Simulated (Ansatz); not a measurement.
1T (CdI2-type) PtTe₂, treated with rVV10 in Ansatz (plane waves, PAW).

Run with plane-wave cutoff 500 eV, 12×12×8 k mesh (along the axes of the cell as run), Fermi–Dirac smearing 0.05 eV, scalar-relativistic PAW data made under PBE.

Computed at the level's own relaxed cell.

### Question
Give the computed volume per atom, lattice constant a and c axis length.

### Answer

- volume per atom = 26.58 Å³/atom
- lattice constant a = 4.124 Å
- c axis length = 5.414 Å

Measured, for comparison: lattice constant a 4.026 Å, lattice parameter c 5.221 Å (temperature not stated, no zero-point or thermal correction; as tabulated in Pelayo et al. (2023), arXiv:2312.15371). Computed (rounded) less measured: lattice constant a +2.4 %, lattice parameter c +3.7 %.

Spin–orbit coupling is not included.

The computed numbers hold no vibrational or temperature effects.

It cost around 70 core-seconds (rough) of CPU time.

Ansatz is a quantum-chemistry and plane-wave program.
